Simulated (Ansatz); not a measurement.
Take WC (space group P-6m2, No. 187; relaxed with 0.1 eV smearing) as the base.

```
WC
1.0
    2.88431     0.00000     0.00000
   -1.44215     2.49788     0.00000
    0.00000     0.00000     2.81153
W C
1 1
Cartesian
  0.00000   0.00000   0.00000
  0.00000   1.66525   1.40577
```

Cartesian axes are those of the cell as printed.

Method: LDA (Ansatz, a quantum-chemistry and plane-wave program, PAW, scalar-relativistic without spin-orbit coupling).

Now apply this change: the cell is compressed by 2.50 % along z with no lateral relaxation; the atoms relax in the strained cell.

### Question
What does the calculation give for the energy relative to the base after the change?

### Answer
The energy goes up by 21 meV/atom.

### Question
Estimate the effect on the stress.

### Answer
The stress (xx, yy, zz, yz, xz, xy; compression positive) comes out as (5.4, 5.4, 27.6, 0.0, 0.0, 0.0) GPa.

Whether these cells are dynamically stable was not tested. The final runs are not spin-polarised.
